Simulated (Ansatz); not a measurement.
For CuI (Cmcm, No. 63; start mp-1007922; another space group than a measured phase of this formula), LDA in Ansatz (plane waves, PAW) gives:

| Item | Value |
|---|---|
| bulk modulus B0 | 12.7 GPa |
| band gap | 0.83 eV |

**Question.** What does r²SCAN in Ansatz (plane waves, PAW) give for the same quantities?

**Answer.** 
- bulk modulus: 6.4 GPa (drops by 50 %)
- band gap: 1.40 eV (grows by 0.57 eV)

Changes are worked out from the printed values.

Unless a cell is named, each level is at its own relaxed cell (LDA 24.62, r²SCAN 30.39 Å³/atom).

Levels without +SOC have no spin–orbit coupling; where heavier elements are present it shifts gaps, mostly down, and can invert bands. Density-functional gaps are differences of (generalised) Kohn–Sham levels.

Caveats: the bulk modulus is −V dP/dV from two relaxed cells at ±2 % in volume (LDA, r²SCAN); the relaxation could not lower the start's symmetry, so the cell can be a saddle point above a distorted one (LDA, r²SCAN). Ansatz's density-functional and Hartree–Fock values are scalar-relativistic unless marked +SOC, with PAW data made under PBE.

A start named mp-… is a Materials Project structure, which can be a computed phase never made.

Ansatz is a first-principles code.
